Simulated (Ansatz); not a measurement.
RuPtN2 (model structure, started from the PtCoO2 type, R-3m, No. 166, 4 atoms in the cell), treated with r²SCAN (plane waves, PAW; Ansatz, an electronic-structure program).

Numerical settings: plane-wave cutoff 560 eV, 22×22×22 k mesh, Fermi–Dirac smearing 0.05 eV, no spin polarisation, scalar-relativistic PAW data made under PBE.

Cell (relaxed at this level):

```cif
data_N6Pt3Ru3
_chemical_formula_sum 'Ru3 Pt3 N6'
_space_group_name_H-M_alt 'R-3m :H'
_space_group_IT_number 166
_space_group_name_Hall '-R 3 2"'
_cell_length_a 2.83407
_cell_length_b 2.83407
_cell_length_c 19.11968
_cell_angle_alpha 90.000
_cell_angle_beta 90.000
_cell_angle_gamma 120.000
loop_
_atom_site_label
_atom_site_type_symbol
_atom_site_symmetry_multiplicity
_atom_site_Wyckoff_symbol
_atom_site_fract_x
_atom_site_fract_y
_atom_site_fract_z
_atom_site_occupancy
Ru1 Ru 3 b 0.00000 0.00000 0.50000 1
Pt1 Pt 3 a 0.00000 0.00000 0.00000 1
N1 N 6 c 0.00000 0.00000 0.10243 1
```
(The calculation used a cell of 4 atoms; values per cell refer to that cell.)

Task: Give the computed bulk modulus B0.

Result: 
* **bulk modulus B0**: 260 GPa

Note: the run has no spin polarisation, so it can have missed a magnetic state; the bulk modulus is −V dP/dV from two relaxed cells at ±2 % in volume; the relaxation could raise the start's symmetry but not lower it, so the cell can be a saddle point.

Spin–orbit coupling is not included; it can open a gap where bands touch, and shift volumes and moduli.

Static lattice: no zero-point or thermal effects.

Cost on a shared machine: around 24 core-minutes (rough).

A model structure was made by putting elements into a prototype or built by hand; it is no filed structure, need not be a known phase, and can be a saddle point held by its symmetry.
